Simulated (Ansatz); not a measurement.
The parent structure is KCl in the rock salt structure (space group Fm-3m, No. 225).

KCl is taken in the cubic space group Fm-3m (No. 225), the rock salt structure, Pearson symbol cF8. Conventional cell: a = b = c = 6.2427 Å, α = β = γ = 90.00°. K on 4a has 6 Cl at 3.121 Å (octahedral). Cl on 4b has 6 K at 3.121 Å (octahedral). (Neighbours: up to the widest gap in distance over summed covalent radii, below 1.35, at either atom; cation-cation and far metal-metal contacts left out.)
(The calculation used a cell of 2 atoms; values per cell refer to that cell.)

All numbers come from DFT with PBEsol, PAW potentials and a 420 eV plane-wave cutoff in Ansatz (a first-principles code), scalar-relativistic without spin-orbit coupling.

Before the change:

| Property | Value |
|---|---|
| Valley order | Γ 5.10 eV; X along ⟨100⟩ 6.37 eV |
| Smallest direct gap | 5.10 eV |

It is then changed as follows: a hydrostatic pressure of 10 GPa.

Q: What happens to the valley order?

A: The valley order (the lowest conduction-band minima on the path, energy above the VBM, named in the base's zone) becomes X along ⟨100⟩ 5.85 eV; Γ 6.17 eV (base: Γ 5.10 eV; X along ⟨100⟩ 6.37 eV).

Q: Predict the new smallest direct gap.

A: The smallest direct gap grows by 1.004 eV, from 5.10 eV to 6.11 eV.

Load acts through the strain it causes; cell and atoms are relaxed under it. No phonon test of stability was made. No other phases were tried under pressure.
